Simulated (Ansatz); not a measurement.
Consider ZrSe$_{2}$ in the CdI2 type structure (space group P-3m1, No. 164; a = 3.735 Å, c = 6.032 Å; layered, stacked along the Cartesian z axis).

Calculations: PBE-D3(BJ) (Ansatz, a quantum-chemistry and plane-wave program; PAW; 420 eV plane waves; no SOC).

One change was made to it. Results:

```tsv
quantity	base	after
volume per atom	24.29 Å³	21.17 Å³
c/a ratio	1.615	1.585
```

Task: What was done to the base?
A. pressure −1 GPa
B. pressure 7.5 GPa
C. pressure 1.5 GPa

Result: B, pressure 7.5 GPa. For comparison, the volume per atom in the other runs: pressure 1.5 GPa gives 23.37 Å³; pressure −1 GPa gives 25.20 Å³.

Load acts through the strain it causes; cell and atoms are relaxed under it. Stability against distortions was not tested. Competing high-pressure phases were not computed. All final runs are without spin polarisation.
